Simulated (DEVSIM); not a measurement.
## Schottky contact on n-type GaN

Device: Schottky contact on n-type GaN, at 300 K.

```
layer (left to right)  material  thickness (μm)  Nd (cm⁻³)  τn (s)  τp (s)
---------------------  --------  --------------  ---------  ------  ------
1                           GaN            4.20     2.9e17  4.9e-9  4.9e-9
2                           GaN            7.50     6.7e17  4.9e-9  4.9e-9
```

Left contact: Schottky, work function 5.08 eV, emission velocity 1.7e6 cm/s. Right contact: ohmic. Voltage is applied to the left contact. Recombination: SRH at mid-gap. Mobility is constant in doping.

This is a model device: material constants are rounded textbook-type values typed into the input, and sizes, dopings and lifetimes were drawn at random. Values at 300 K.

| parameter | GaN |
|---|---|
| gap (eV) | 3.43 |
| affinity (eV) | 4.1 |
| permittivity | 9.5 |
| Nc (cm⁻³) | 2.3e18 |
| Nv (cm⁻³) | 4.6e19 |
| μn (cm²/Vs) | 1200 |
| μp (cm²/Vs) | 100 |

Simulated with DEVSIM: 1D drift-diffusion, Boltzmann statistics, complete ionisation; no tunnelling, impact ionisation, image-force lowering or self-heating. Metal contacts follow the ideal Schottky-Mott rule: no Fermi-level pinning, no interface dipoles.

```
Item                                             Value
---------------------------------------------  -------
Potential step across the device at zero bias  0.948 V
Dark forward voltage at 1 A/cm²                0.635 V
Dark forward voltage at 100 A/cm²              0.756 V
```

Dark reverse current:

```csv
V (V),J (A/cm²)
-0.20,-2.1e-11
-0.50,-2.1e-11
-1.00,-2.1e-11
-1.50,-2.1e-11
-2.00,-2.2e-11
-3.00,-2.2e-11
-4.00,-2.2e-11
-5.00,-2.2e-11
-6.50,-2.2e-11
-8.00,-2.2e-11
-10.00,-2.2e-11
```

Small-signal capacitance in reverse bias (quasi-static):

```csv
V (V),C (nF/cm²)
-0.2,133
-0.5,118
-1,101
-1.5,90.2
-2,82.1
-3,70.8
-4,63.1
-5,57.5
-6.5,51.4
-8,46.9
-10,42.3
```
